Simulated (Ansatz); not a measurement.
# What x(Sc) = 0.875, 128 atoms, random does to InAs

The parent structure is InAs in the zinc blende structure (space group F-43m, No. 216; a = 6.087 Å).

The other end (x = 1) is ScAs in the zinc blende structure (space group F-43m, No. 216; a hypothetical phase, not in the database extracts checked): 27.54 Å³/atom, gap 1.49 eV; this end may not be an ambient phase.

Now apply this change: Sc replaces 87.5 % of the In, placed at random in a cell of 128 atoms and fully relaxed.

Calculations: plane-wave PAW DFT at the PBEsol level (Ansatz, a first-principles code, 420 eV), scalar-relativistic without spin-orbit coupling. Settings: 2×2×2 k-points, 0.05 eV Fermi–Dirac smearing, for the changed cell.

| quantity | base | changed | shift |
|---|---|---|---|
| volume per atom | 28.19 Å³ | 27.66 Å³ | -0.53 Å³ |
| density | 5.59 g/cm³ | 3.86 g/cm³ | -1.73 g/cm³ |
| gap of the supercell (an upper bound) | zero | 1.41 eV | – |
| mixing energy (against an end that may be hypothetical) | – | +12 meV/atom | – |
| deviation of the volume from the linear (Vegard-type) interpolation | – | +0.2 % | – |
| mean first-shell distances | – | In–As 2.653 Å (end compound 2.636 Å), Sc–As 2.614 Å (end compound 2.615 Å) | – |

In the large cells the bands are folded and the gap is read at a few points only. One random configuration a composition, with no averaging. The final runs are not spin-polarised. A zero or small gap of InAs can be the functional's error rather than a property of the material.
